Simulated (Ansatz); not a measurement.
# WB$_{2}$ (space group P6_3/mmc, No. 194)

```cif
data_B8W4
_chemical_formula_sum 'B8 W4'
_space_group_name_H-M_alt 'P63/mmc'
_space_group_IT_number 194
_space_group_name_Hall '-P 6c 2c'
_cell_length_a 3.00258
_cell_length_b 3.00258
_cell_length_c 13.92404
_cell_angle_alpha 90.000
_cell_angle_beta 90.000
_cell_angle_gamma 120.000
loop_
_atom_site_label
_atom_site_type_symbol
_atom_site_symmetry_multiplicity
_atom_site_Wyckoff_symbol
_atom_site_fract_x
_atom_site_fract_y
_atom_site_fract_z
_atom_site_occupancy
B1 B 4 f 0.66667 0.33333 0.02344 1
B2 B 2 b 0.00000 0.00000 0.25000 1
B3 B 2 d 0.66667 0.33333 0.25000 1
W1 W 4 f 0.33333 0.66667 0.13563 1
```

Level of theory: DFT with PBEsol, PAW potentials and a 420 eV plane-wave cutoff in Ansatz (a program for electronic structure), no spin-orbit coupling. k-mesh 14×14×3 (Γ-centred); smearing 0.05 eV (Fermi–Dirac).

| Quantity | Result |
|---|---|
| Volume per atom | 9.06 Å³ |
| Density | 12.55 g/cm³ |
| Band gap | zero |
| Total energy | -3521.017 eV/atom (σ→0; compares only within this code and set-up) |

Whether these cells are dynamically stable was not tested. All final runs are without spin polarisation.
